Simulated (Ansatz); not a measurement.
Input:

```
ZnS
1.0
    0.00000     2.66401     2.77901
    2.66401     0.00000     2.77901
    2.66401     2.66401     0.00000
Zn S
1 1
Direct
  0.00000   0.00000   0.00000
  0.25000   0.25000   0.25000
```

Calculation: r2SCAN with spin-orbit coupling, rigid bands (plane waves, PAW; Ansatz, an electronic-structure program). Condition of this run: uniaxial stress zz = -2 GPa (compression positive) (the target of the relaxation). Cell: cell and atoms relaxed with r2SCAN, then loaded as said.

Question: What conductivity effective mass do dilute holes have at 300 K?

Answer: 0.67 (x), 0.67 (y), 0.82 (z) mₑ.

Question: What conductivity effective mass do dilute electrons have at 300 K?

Answer: 0.20 mₑ.

Question: And the band gap?

Answer: 2.59 eV at this level; semilocal functionals usually fall short of the measured gap.

Rigid bands, one relaxation time for all states, no polarons.
